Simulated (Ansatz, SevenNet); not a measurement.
## How well does each level of theory give the equilibrium volume per atom of NbSi2 (P6₂22, No. 180)?

Reference value: 14.60 Å³/atom (measured, temperature not stated, copied from a table, unchecked, no zero-point or thermal correction; as tabulated in Materials Research Society Symposia Proceedings 646, N4.3.1 (2001)).

What do SevenNet-0, LDA, PBE, PBEsol, PBE-D3(BJ), PBE-D4, r²SCAN, r²SCAN-D4, r²SCAN+rVV10 give, and how far is each from the reference?


```json
[
 {"level (code)": "SevenNet-0 (SevenNet)", "value (Å³/atom)": "14.79", "difference (%)": "+1.3"},
 {"level (code)": "LDA (Ansatz)", "value (Å³/atom)": "14.16", "difference (%)": "-3.0"},
 {"level (code)": "PBE (Ansatz)", "value (Å³/atom)": "14.74", "difference (%)": "+1.0"},
 {"level (code)": "PBEsol (Ansatz)", "value (Å³/atom)": "14.39", "difference (%)": "-1.4"},
 {"level (code)": "PBE-D3(BJ) (Ansatz)", "value (Å³/atom)": "14.22", "difference (%)": "-2.6"},
 {"level (code)": "PBE-D4 (Ansatz)", "value (Å³/atom)": "14.36", "difference (%)": "-1.6"},
 {"level (code)": "r²SCAN (Ansatz)", "value (Å³/atom)": "14.56", "difference (%)": "-0.3"},
 {"level (code)": "r²SCAN-D4 (Ansatz)", "value (Å³/atom)": "14.44", "difference (%)": "-1.1"},
 {"level (code)": "r²SCAN+rVV10 (Ansatz)", "value (Å³/atom)": "14.49", "difference (%)": "-0.8"}
]
```

The reference's temperature isn't stated, so close values are not ranked against it.

The measured value isn't corrected to a static lattice, so vibrations enter the comparison. A static lattice is as a rule a little smaller than the measured one.  Ansatz's density-functional and Hartree–Fock values are scalar-relativistic unless marked +SOC, with PAW data made under PBE.

Machine-learned potentials (SevenNet-0) are trained on DFT data, which may include these solids.

Differences are worked out from the printed values.

Ansatz is a first-principles code.
